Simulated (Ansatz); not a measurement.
## SiC, response to strain

Take SiC in the zinc blende structure (space group F-43m, No. 216; a = 4.356 Å) as the base. Axes: x, y, z lie along the cube axes.

Strains are applied to the cell and any free atomic positions relax.

Method: Ansatz (an electronic-structure program), r2SCAN, PAW, cutoff 500 eV, no spin-orbit coupling.

```tsv
case	volume per atom	band gap	electron mass
base	10.33 Å³	1.71 eV	0.64 mₑ along k, 0.23 mₑ across (at X)
uniaxial strain ε_zz = −3.00 %	10.02 Å³	1.36 eV	0.60 mₑ along k, 0.23 mₑ across (at X)
uniaxial strain ε_zz = −2.50 %	10.08 Å³	1.42 eV	0.60 mₑ along k, 0.23 mₑ across (at X)
uniaxial strain ε_zz = −2.00 %	10.13 Å³	1.48 eV	0.61 mₑ along k, 0.23 mₑ across (at X)
uniaxial strain ε_zz = −1.50 %	10.18 Å³	1.54 eV	0.63 mₑ along k, 0.23 mₑ across (at X)
uniaxial strain ε_zz = −1.00 %	10.23 Å³	1.60 eV	0.63 mₑ along k, 0.23 mₑ across (at X)
uniaxial strain ε_zz = −0.50 %	10.28 Å³	1.66 eV	0.63 mₑ along k, 0.23 mₑ across (at X)
```

Masses are band curvatures over ±0.01 Å⁻¹ around the edge. Along k means along the line from Γ to the band edge. Stability against distortions was not tested.
